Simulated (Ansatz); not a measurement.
# InSb, response to strain

Base system: InSb in the zinc blende structure (space group F-43m, No. 216; a = 6.556 Å). Axes: x, y, z lie along the cube axes.

Strains are applied to the cell and any free atomic positions relax.

Computed with r2SCAN (Ansatz, a program for electronic structure), no spin-orbit coupling.

**Question.** Only one of these has no band gap. Which?
A. uniaxial strain ε_xx = −4.28 %
B. isotropic strain −2.90 %
C. tensor shear ε_yz = +0.66 %

**Answer.** C, tensor shear ε_yz = +0.66 %. Computed: tensor shear ε_yz = +0.66 %: zero; isotropic strain −2.90 %: 0.57 eV; uniaxial strain ε_xx = −4.28 %: 0.14 eV

Spin-orbit coupling, missing from the scalar runs, can matter with Sb. Stability against distortions was not tested. All final runs are without spin polarisation. Gaps under 0.05 eV, about the width of the smearing, are given as zero. The zero or small gap of InSb can change with the level of theory.
